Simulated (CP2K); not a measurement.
**Input and output of a self-consistent single point for P (Cmce, 4 atoms in the cell) (CP2K)**

Computed with PBE, GPW, DZVP-MOLOPT-SR-GTH basis, GTH-PBE potentials (GTH_POTENTIALS) in CP2K.

Input:

```
&GLOBAL
  PROJECT run
  RUN_TYPE ENERGY_FORCE
  PRINT_LEVEL LOW
&END GLOBAL
&FORCE_EVAL
  METHOD Quickstep
  STRESS_TENSOR ANALYTICAL
  &DFT
    BASIS_SET_FILE_NAME BASIS_MOLOPT
    POTENTIAL_FILE_NAME GTH_POTENTIALS
    &QS
      METHOD GPW
      EPS_DEFAULT 1E-10
    &END QS
    &MGRID
      CUTOFF 400
      REL_CUTOFF 50
      NGRIDS 5
    &END MGRID
    &SCF
      SCF_GUESS ATOMIC
      EPS_SCF 1E-6
      MAX_SCF 100
      ADDED_MOS 5
      &DIAGONALIZATION
        ALGORITHM STANDARD
      &END DIAGONALIZATION
      &MIXING
        METHOD BROYDEN_MIXING
        ALPHA 0.3
        NBUFFER 8
      &END MIXING
      &SMEAR ON
        METHOD GAUSSIAN
        SIGMA [eV] 0.136
      &END SMEAR
    &END SCF
    &KPOINTS
      SCHEME MONKHORST-PACK 8 8 6
      GAMMA_CENTERED T
    &END KPOINTS
    &XC
      &XC_FUNCTIONAL PBE
      &END XC_FUNCTIONAL
    &END XC
    &PRINT
      &MO
        EIGENVALUES T
        OCCUPATION_NUMBERS T
        NDIGITS 8
        FILENAME mo
        &EACH
          QS_SCF 0
        &END EACH
        ADD_LAST NUMERIC
      &END MO
      &MULLIKEN OFF
      &END MULLIKEN
    &END PRINT
  &END DFT
  &SUBSYS
    &CELL
      A 5.70746900 0.00000000 0.00000000
      B -4.75625200 3.15488000 0.00000000
      C 0.00000000 0.00000000 4.54318600
      PERIODIC XYZ
    &END CELL
    &COORD
      P       -0.52744380     1.87986680     4.13966022
      P        1.47866080     1.27501320     0.40352578
      P       -3.75319970     2.85245320     1.86806722
      P        4.70441670     0.30242680     2.67511878
    &END COORD
    &KIND P
      BASIS_SET DZVP-MOLOPT-SR-GTH
      POTENTIAL GTH-PBE-q5
    &END KIND
  &END SUBSYS
  &PRINT
    &FORCES ON
    &END FORCES
    &STRESS_TENSOR ON
    &END STRESS_TENSOR
  &END PRINT
&END FORCE_EVAL
```

Log, with long lists cut:

```
 GLOBAL| Method name                                                        CP2K
 GLOBAL| Project name                                                        run
 GLOBAL| Run type                                                   ENERGY_FORCE

 TOTAL NUMBERS AND MAXIMUM NUMBERS

  Total number of            - Atomic kinds:                                   1
                             - Atoms:                                          4
                             - Shell sets:                                     4
                             - Shells:                                        20
                             - Primitive Cartesian functions:                 16
                             - Cartesian basis functions:                     56
                             - Spherical basis functions:                     52

  Maximum angular momentum of- Orbital basis functions:                        2
                             - Local part of the GTH pseudopotential:          0
                             - Non-local part of the GTH pseudopotential:      2

 SCF PARAMETERS         Density guess:                                    ATOMIC
                        max_scf:                                             100
                        max_diis:                                              4
                        eps_scf:                                        1.00E-06
                        eps_diis:                                       1.00E-01
                        eps_eigval:                                     1.00E-05
                        level_shift [a.u.]:                             0.000000
                        added MOs                                         5    0
                        Mixing method:                            BROYDEN_MIXING
                                                charge density mixing in g-space
                        Smear method:                                   GAUSSIAN
                        Smearing width (sigma) [a.u.]:                  5.00E-03
                        Accuracy threshold:                             1.00E-10
                        No outer SCF

 Extrapolation method: initial_guess

 Number of electrons:                                                         20
 Number of occupied orbitals:                                                 10
 Number of molecular orbitals:                                                15

 Number of orbital functions:                                                 52
 Number of independent orbital functions:                                     52

 SCF WAVEFUNCTION OPTIMIZATION

  Step     Update method      Time    Convergence         Total energy    Change
     1 NoMix/Diag. 0.30E+00      -     0.53745071       -26.6441190603 -2.66E+01
     2 Broy./Diag. 0.30E+00      -     0.00537193       -26.2484760892  3.96E-01
     3 Broy./Diag. 0.30E+00      -     0.01203999       -26.3226692745 -7.42E-02
     4 Broy./Diag. 0.30E+00      -     0.00198957       -26.3704731705 -4.78E-02
     5 Broy./Diag. 0.30E+00      -     0.00045286       -26.3664211839  4.05E-03
     6 Broy./Diag. 0.30E+00      -     0.00058133       -26.3584598562  7.96E-03
     7 Broy./Diag. 0.30E+00      -     0.00001475       -26.3563039625  2.16E-03
     8 Broy./Diag. 0.30E+00      -     0.00002814       -26.3566602778 -3.56E-04
     9 Broy./Diag. 0.30E+00      -     0.00000390       -26.3568130857 -1.53E-04
    10 Broy./Diag. 0.30E+00      -     0.00000090       -26.3568279857 -1.49E-05

  *** SCF run converged in    10 steps ***

  Electronic density on regular grids:        -19.9999999999        0.0000000001
  Core density on regular grids:               19.9999999972       -0.0000000028
  Total charge density on r-space grids:       -0.0000000028
  Total charge density g-space grids:          -0.0000000028

  Overlap energy of the core charge distribution:               0.00000000021237
  Self energy of the core charge distribution:                -65.60343994741353
  Core Hamiltonian energy:                                     14.23900176492615
  Hartree energy:                                              31.74584478696105
  Exchange-correlation energy:                                 -6.73822070444290
  Smearing free energy correction:                             -0.00001388610055
  Fermi energy:                                                 0.21401364106240

  Total energy:                                               -26.35682798565059
  Total energy (extrapolated to sigma->0):                    -26.35682104260032

 ENERGY| Total FORCE_EVAL ( QS ) energy [hartree]            -26.356825160364910

 FORCES| Atomic forces [hartree/bohr]
 FORCES|   Atom     x               y               z               |f|
 FORCES|      1 -4.01695899E-03  1.21114440E-03  6.08466866E-03   7.39094196E-03
 FORCES|      2  4.01693697E-03 -1.21115001E-03 -6.08465980E-03   7.39092361E-03
 FORCES|      3  4.01696335E-03 -1.21113639E-03  6.08466150E-03   7.39093712E-03
 FORCES|      4 -4.01694132E-03  1.21114200E-03 -6.08467036E-03   7.39093336E-03
 FORCES| Sum     1.56541446E-14  1.38500322E-14  2.77555756E-15
 FORCES| Total atomic force                                       2.10850506E-14

 STRESS| Analytical stress tensor [bar]
 STRESS|                        x                   y                   z
 STRESS|      x        2.06303947527E+04   6.70691148192E+02  -6.73984708394E-02
 STRESS|      y        6.70691148192E+02   2.26529437193E+04   1.88004620323E-02
 STRESS|      z       -6.73984708394E-02   1.88004620323E-02   2.58308686064E+04
 STRESS| 1/3 Trace                                             2.30380690261E+04
```

The run converged in 10 iterations.

The starting cell comes from a database of computed structures (which also holds hypothetical and non-ambient phases and stackings), without a prior relaxation at this level. Its lattice was rescaled by a random factor within 2.5 % of one. Values carry the incompleteness of an atom-centred basis.
